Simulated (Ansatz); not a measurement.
free sheet of monolayer 1T ZrS2: Zr16S32, 3 atomic planes, area 188 Å², cell height 15.9 Å with vacuum; both faces free, started from the relaxed sheet, in-plane cell fixed at 1.000 times the relaxed lattice. Method: PBE (plane waves, PAW; Ansatz, an electronic-structure program). Mean temperature 840 K, 5.4 ps sampled after 1.9 ps of Langevin dynamics; k-points: Γ only; no spin polarisation or spin-orbit coupling.

A denser in-plane k-mesh moves the forces of one frame by 0.05 eV/Å rms. Bonds are counted up to S-Zr 3.08 Å; heights count from the centre of mass.

Question: What happens at the sheet: give the outer plane spacing; normal motion of the outer planes over that of the middle; in-plane diffusion; coordination in the top plane; mean vibrational (phonon) frequency.

Answer: 
| Quantity | Value |
|---|---|
| outer plane spacing | 1.46 Å against 1.45 Å at the start (+1 %) |
| normal motion of the outer planes over that of the middle | 0.7 |
| in-plane diffusion | none seen within 5.4 ps |
| coordination in the top plane | 3-fold 99 % |
| mean vibrational (phonon) frequency | 6.2 THz |
